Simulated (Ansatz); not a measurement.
Consider the following.

```
CELL_PARAMETERS angstrom
      0.00000     3.17385     3.17385
      3.17385     0.00000     3.17385
      3.17385     3.17385     0.00000
ATOMIC_POSITIONS crystal
  Te 0.50000 0.50000 0.50000
  Pb 0.00000 0.00000 0.00000
```

No spin polarisation.

Computed with LDA in Ansatz (plane waves to 420 eV, PAW, without spin-orbit coupling). Γ-centred 9×9×9 mesh, Fermi–Dirac width 0.05 eV.

Problem. What band gap does the calculation give?

Solution. 0.54 eV.

Problem. What is the computed electron mass?

Solution. 0.22 mₑ along k, 0.094 mₑ across (at L).

Problem. Predict the width of the top valence band.

Solution. 3.11 eV.

Problem. Estimate the hole mass.

Solution. 0.31 mₑ along k, 0.061 mₑ across (at L).

Spin-orbit coupling, missing from the scalar runs, can matter with Pb and Te. The cells carry an imposed strain or load. Masses are band curvatures over ±0.01 Å⁻¹ around the edge. Along k means along the line from Γ to the band edge. Stability against distortions was not tested. The cell was made from PbTe in the rock salt structure (space group Fm-3m, No. 225) by this change: isotropic strain −0.50 %.

Ansatz is a first-principles code.
